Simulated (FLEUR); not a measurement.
Band structure of Er (P6_3/mmc, 2 atoms in the cell).

```xyz
2
Lattice="1.7786 -3.0806 0.0000 1.7786 3.0806 0.0000 0.0000 0.0000 5.5855" Properties=species:S:1:pos:R:3 pbc="T T T"
Er     1.7786     1.0269     1.3964
Er     1.7786    -1.0269     4.1891
```
Moments meant for the start (each program seeds them in its own way; μB, in the order of the atoms Er Er): 3.0 3.0.

Computed with PBE, all-electron FLAPW (FLEUR), scalar-relativistic valence.

Settings: Kmax = 3.8 1/bohr; GmaxXC = 15.2 1/bohr; xcFunctional = pbe; jspins = 2; l_soc = F; mode = hist; fermiSmearingEnergy = 0.00367493 Htr; mesh (inpgen div1-3) = 7 7 4; inpgen gamma flag = true; Gmax = 15.2 1/bohr; numbands = 0; maxIterBroyd = 40; imix = Anderson; alpha = 0.05.

The starting cell has typed, rounded lattice constants, without a prior relaxation at this level. Its lattice was rescaled by a random factor within 2.5 % of one. Spin-orbit coupling is off. The f electrons are in the valence without U or exact exchange, which can misplace them near the Fermi level. Spin-orbit terms, which matter for f shells, are left out. Values depend on the basis (sphere radii, cutoffs, local orbitals), which need not be converged.

Levels in eV from the Fermi level, bands 21 to 28 of the first spin channel:
```json
[
 {"point": "Γ", "21": "-1.85", "22": "-1.83", "23": "-1.83", "24": "-1.75", "25": "1.39", "26": "2.60", "27": "2.60", "28": "3.01"},
 {"point": "M", "21": "-1.84", "22": "-1.82", "23": "-1.54", "24": "-0.94", "25": "-0.46", "26": "0.35", "27": "2.14", "28": "2.26"},
 {"point": "K", "21": "-1.84", "22": "-1.84", "23": "-0.31", "24": "-0.30", "25": "-0.30", "26": "-0.11", "27": "1.79", "28": "1.79"},
 {"point": "A", "21": "-1.84", "22": "-1.84", "23": "-1.83", "24": "-1.83", "25": "1.68", "26": "1.68", "27": "2.51", "28": "2.51"},
 {"point": "L", "21": "-1.86", "22": "-1.86", "23": "-1.54", "24": "-1.54", "25": "0.64", "26": "0.64", "27": "2.00", "28": "2.00"},
 {"point": "H", "21": "-1.84", "22": "-1.84", "23": "0.00", "24": "0.00", "25": "0.02", "26": "0.02", "27": "1.04", "28": "1.04"}
]
```
